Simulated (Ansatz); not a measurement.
**AlN: tensor shear ε_xz = +1.00 %**

Base system: AlN in the wurtzite structure (space group P6_3mc, No. 186; a = 3.089 Å, c = 4.943 Å). Axes: x lies along a and z along c of the hexagonal cell.

Perturbation: tensor shear ε_xz = +1.00 % (engineering shear γ = 0.0200); the atoms relax in the strained cell.

Calculations: LDA (Ansatz, a program for electronic structure), no spin-orbit coupling. Settings: 12×12×7 k-points, 0.05 eV Fermi–Dirac smearing.

| quantity | base | changed | shift |
|---|---|---|---|
| space group | P6_3mc (No. 186) | Cc (No. 9) | – |
| shortest interatomic distance | 3.546 bohr | 3.539 bohr | -0.007 bohr |
| energy relative to the base (free energy F) | 0 meV/atom | +1.5 meV/atom | +1.5 meV/atom |
| pressure (mean of the normal stresses, compression positive) | -0.01 GPa | 0.00 GPa | +0.01 GPa |
| band gap | 4.42 eV | 4.40 eV | -0.02 eV |
| gap character | direct at Γ | direct at Γ | – |
| valence-band top at Γ (three highest levels, from the VBM) | 0.00, -0.23, -0.23 eV | 0.00, -0.25, -0.26 eV | – |
| stress (xx, yy, zz, yz, xz, xy; compression positive) | – | (-0.06, 0.01, 0.06, 0.00, -2.32, 0.00) GPa | – |

Final structure:

```xyz
4
Lattice="3.0888 0.0000 0.0309 -1.5444 2.6750 -0.0154 0.0494 0.0000 4.9433" Properties=species:S:1:pos:R:3 pbc="T T T"
Al    -0.0035     1.7832     0.0001
Al     1.5656     0.8918     2.4872
N      0.0224     1.7836     1.8882
N      1.5915     0.8914     4.3753
```

Whether these cells are dynamically stable was not tested. k-point labels follow each cell's own Brillouin zone.
